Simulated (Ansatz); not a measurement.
## MgSe, response to strain

Base system: MgSe in the rock salt structure (space group Fm-3m, No. 225; a = 5.450 Å).

Strains are applied to the cell and any free atomic positions relax.

Calculations: PBEsol/PAW in Ansatz (a quantum-chemistry and plane-wave program), spin-orbit coupling left out.

Candidates:
(a) isotropic strain +2.50 %
(b) isotropic strain −0.50 %
(c) isotropic strain −2.00 %
(d) isotropic strain −2.50 %

Notes on the quantities. energy relative to the base: free energy F.

Q: Order them by energy relative to the base, highest first.

A: (d) isotropic strain −2.50 % (+25 meV/atom), (a) isotropic strain +2.50 % (+21 meV/atom), (c) isotropic strain −2.00 % (+16 meV/atom), (b) isotropic strain −0.50 % (+0.9 meV/atom)

No phonon test of stability was made.
